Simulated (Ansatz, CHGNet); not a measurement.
## Si (diamond structure), cut as (110) film, 24 layers, ended by OH

The machine-learned potential CHGNet 0.3.0 relaxed the atoms in the cell cut from the PBE crystal; PBE (Ansatz, a first-principles code, plane waves, PAW) relaxed them on. Scalar-relativistic, no spin-orbit coupling.

Problem. How far does the machine-learned geometry lie from the PBE one?

Solution. The atoms moved by 0.063 Å root mean square and 0.170 Å at most. On the PBE geometry, where PBE's forces have fallen to 0.004 eV/Å root mean square, CHGNet's differ from them by 0.099 eV/Å.
